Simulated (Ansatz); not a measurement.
**NiSb (P6_3/mmc): band-structure transport figures**

Consider the following.

```xyz
4
Lattice="3.9176 0.0000 0.0000 -1.9588 3.3928 0.0000 0.0000 0.0000 5.0637" Properties=species:S:1:pos:R:3 pbc="T T T"
Ni     0.0000     0.0000     0.0000
Ni     0.0000     0.0000     2.5318
Sb     0.0000     2.2618     1.2659
Sb     1.9588     1.1309     3.7978
```

Method: PBEsol, rigid bands (plane waves, PAW, scalar-relativistic; Ansatz, an electronic-structure program). How the cell was made: cell and atoms relaxed with PBEsol.

```json
{
 "density of states at the Fermi level": "2.00 states/(eV·cell), both spins",
 "bare Sommerfeld coefficient": "1.18 mJ/(mol of atoms·K²)",
 "drude_plasma_energy": "6.5 (x), 6.5 (y), 6.0 (z) eV",
 "root-mean-square Fermi velocity": "7.2e5 m/s",
 "resistivity times τ": "11.4 (x), 11.4 (y), 13.6 (z) ×10⁻²² Ω·m·s"
}
```

A metal at this level (no band gap); rigid bands, thermally averaged at 300 K, both spins. Spin-orbit coupling is left out. τ is one relaxation time for all states.

Formula and space group known from diffraction (Crystallography Open Database), not checked to be the room-temperature form: NiSb (P6_3/mmc). Treated as nonmagnetic (a ferromagnetic start lost its moment, other orders weren't tried): NiSb (P6_3/mmc).
